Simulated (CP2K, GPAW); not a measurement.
A CP2K input for a self-consistent single point of ScGe (Cmcm, 4 atoms in the cell) (DFT LDA (Pade form), GPW, DZVP-MOLOPT-SR-GTH basis, GTH-PADE potentials (GTH_POTENTIALS)):

```
&GLOBAL
  PROJECT bulk
  RUN_TYPE ENERGY_FORCE
  PRINT_LEVEL MEDIUM
&END GLOBAL
&FORCE_EVAL
  METHOD Quickstep
  STRESS_TENSOR ANALYTICAL
  &DFT
    BASIS_SET_FILE_NAME BASIS_MOLOPT
    POTENTIAL_FILE_NAME GTH_POTENTIALS
    &QS
      METHOD GPW
      EPS_DEFAULT 1E-10
    &END QS
    &MGRID
      CUTOFF 600
      REL_CUTOFF 50
      NGRIDS 5
    &END MGRID
    &SCF
      SCF_GUESS ATOMIC
      EPS_SCF 1E-6
      MAX_SCF 100
      ADDED_MOS 6
      &DIAGONALIZATION
        ALGORITHM STANDARD
      &END DIAGONALIZATION
      &MIXING
        METHOD BROYDEN_MIXING
        ALPHA 0.3
        NBUFFER 8
        BETA 1
      &END MIXING
      &SMEAR ON
        METHOD FERMI_DIRAC
        ELECTRONIC_TEMPERATURE [K] 1160.45
      &END SMEAR
    &END SCF
    &KPOINTS
      SCHEME MONKHORST-PACK 7 7 7
    &END KPOINTS
    &XC
      &XC_FUNCTIONAL PADE
      &END XC_FUNCTIONAL
    &END XC
    &PRINT
      &MO
        EIGENVALUES T
        OCCUPATION_NUMBERS T
        NDIGITS 8
        FILENAME mo
        &EACH
          QS_SCF 0
        &END EACH
        ADD_LAST NUMERIC
      &END MO
      &MULLIKEN ON
      &END MULLIKEN
    &END PRINT
  &END DFT
  &SUBSYS
    &CELL
      A 5.30050100 0.00000000 0.00000000
      B -3.85758800 3.63515200 0.00000000
      C 0.00000000 0.00000000 3.68208600
      PERIODIC XYZ
    &END CELL
    &COORD
      Sc       4.04593439     0.49797947     2.76156450
      Sc      -2.60302139     3.13717253     0.92052150
      Ge       1.54119705     1.49219354     2.76156450
      Ge      -0.09828405     2.14295846     0.92052150
    &END COORD
    &KIND Sc
      BASIS_SET DZVP-MOLOPT-SR-GTH
      POTENTIAL GTH-PADE-q11
    &END KIND
    &KIND Ge
      BASIS_SET DZVP-MOLOPT-SR-GTH
      POTENTIAL GTH-PADE-q4
    &END KIND
  &END SUBSYS
  &PRINT
    &FORCES ON
    &END FORCES
    &STRESS_TENSOR ON
    &END STRESS_TENSOR
  &END PRINT
&END FORCE_EVAL
```

Q: Write the same calculation as an input for GPAW.

A: This is the input that was run; spellings and numerical settings could be chosen otherwise.

```python
from ase import Atoms
from ase.units import GPa
from gpaw import GPAW

atoms = Atoms(['Sc', 'Sc', 'Ge', 'Ge'],
              cell=[[1.955526, -4.926584, 0.000000],
                    [1.955526, 4.926584, 0.000000],
                    [0.000000, 0.000000, 3.682086]],
              positions=[[1.955526, -3.576799, 2.761564],
                         [1.955526, 3.576799, 0.920521],
                         [1.955526, -0.881957, 2.761564],
                         [1.955526, 0.881957, 0.920521]],
              pbc=True)

calc = GPAW(mode={'name': 'pw', 'ecut': 850},
            xc='LDA',
            kpts=(7, 7, 7),
            occupations={'name': 'fermi-dirac', 'width': 0.1},
            nbands=-10,
            convergence={'density': 1e-05, 'energy': 1e-05},
            symmetry={'symmorphic': False, 'tolerance': 0.0005},
            maxiter=150)

atoms.calc = calc

energy = atoms.get_potential_energy()
print('Energy (eV):', round(energy, 6))
forces = atoms.get_forces()
print('Forces (eV/Ang):')
print(forces.round(5))
stress = atoms.get_stress()
print('Stress (GPa, Voigt):', (stress / GPa).round(4))
```

Basis, cutoffs, solver keys and any potentials are the target program's own. This input uses DFT LDA (Perdew-Wang 92), plane waves, GPAW PAW datasets LDA (gpaw-data 1.0.1). LDA parametrisations can differ slightly between programs.

The starting cell comes from a database of computed structures (which also holds hypothetical and non-ambient phases and stackings), without a prior relaxation at this level. Its lattice was rescaled by a random factor within 2.5 % of one.
